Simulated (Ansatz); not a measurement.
Hops of point defects in corundum, each between lowest sites run for its defect: PBE bands (Ansatz, an electronic-structure program, plane waves to 420 eV, PAW, climbing-image NEB) beside r2SCAN single points (500 eV) at the PBE geometries. Static nuclei, no finite-size correction. The rows are a random draw from the bands that converged and passed our checks of state and shape. Saddle orders were checked for a part of the study's bands only and are not shown. Vacancies start on their lattice site; split forms were not set up. Charge states are imposed.

```csv
Row,Defect,Route,Hop (Å),Cell and PBE mesh,r2SCAN k-points,PBE barrier x (eV),r2SCAN barrier y (eV)
1,"Al vacancy, charge -3",a nearby Al jumps into the vacancy,2.43,"120 sites, Γ",same mesh,1.49,1.46
2,"interstitial Ca, charge +2",Ca moves farthest,1.95,"120 sites, Γ",same mesh,1.13,1.10
3,"interstitial O, charge -2",O moves farthest,1.09,"120 sites, Γ",same mesh,0.52,0.53
4,"interstitial F, charge -1",F moves farthest,3.53,"120 sites, Γ",same mesh,2.23,2.30
5,"O vacancy, charge +2",a nearby O jumps into the vacancy,2.88,"120 sites, Γ",same mesh,2.63,2.76
6,"O vacancy, charge +2",a nearby O jumps into the vacancy,2.32,"120 sites, Γ",same mesh,0.88,?
```

Task: Fit a straight line y = a x + b to rows 1 to 5, predict row 6, and compare with the computed value.

Result: Means: x̄ = 1.600, ȳ = 1.630 eV. Sums: Sxx = 2.857, Sxy = 3.042 eV². So a = Sxy/Sxx = 1.065 and b = ȳ − a x̄ = -0.074 eV, with a scatter of 0.05 eV about the line. Row 6: 1.065 × 0.88 − 0.074 ≈ 0.86 eV. The computed r2SCAN value is 0.89 eV, +0.03 eV from the line, within the scatter. The line only summarises these rows of one host.
